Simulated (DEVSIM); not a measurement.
DEVSIM, 1D drift-diffusion, Boltzmann statistics, complete ionisation; no tunnelling, impact ionisation, image-force lowering or self-heating.

Device: Ge n-i-p diode, at 300 K.

| layer (left to right) | material | thickness (μm) | Nd (cm⁻³) | Na (cm⁻³) | τn (s) | τp (s) |
|---|---|---|---|---|---|---|
| 1 | Ge | 0.160 | 1e17 | - | 0.00033 | 0.00033 |
| 2 | Ge | 0.890 | - | 3.6e12 | 0.00033 | 0.00033 |
| 3 | Ge | 0.260 | - | 6.7e17 | 0.00033 | 0.00033 |

Left contact: ohmic. Right contact: ohmic. Voltage is applied to the left contact. Recombination: SRH at mid-gap, radiative. Mobility is constant in doping. Where it depends on doping, it is μmin + (μ − μmin)/(1 + (N/Nref)^α).

The device is made up for the run: typed textbook-type constants, with dimensions and the other settings drawn at random. Values at 300 K; Nc and Nv go as T^1.5, mobilities as T to minus their exponent, the gap by Varshni's rule with the affinity fixed. The table also holds parameters that only a changed run uses.

```
parameter               Ge
----------------  --------
gap (eV)             0.664
affinity (eV)            4
permittivity            16
Nc (cm⁻³)          1.04e19
Nv (cm⁻³)             6e18
μn (cm²/Vs)           3900
μp (cm²/Vs)           1900
μn,min                 150
μp,min                 100
Nref,n              2.6e17
Nref,p                4e17
αn                    0.56
αp                     0.6
T exponent of μn      1.66
T exponent of μp      2.33
B (cm³/s)          6.4e-14
Cn (cm⁶/s)           1e-31
Cp (cm⁶/s)           1e-31
Varshni α (eV/K)  0.000477
Varshni β (K)          235
```

One input was changed, with this effect: potential step across the device at zero bias 0.487 → 0.223 V.

Task: Which change was it?
(A) temperature 300 → 500 K
(B) thickness of layer 2 0.89 → 2.7 μm
(C) doping-dependent mobility in place of the constant one
(D) minority lifetime in layer 2 0.00033 → 0.00099 s
(E) Auger recombination switched on
(F) minority lifetime in layer 1 0.00033 → 3.3e-05 s

Result: A, temperature 300 → 500 K
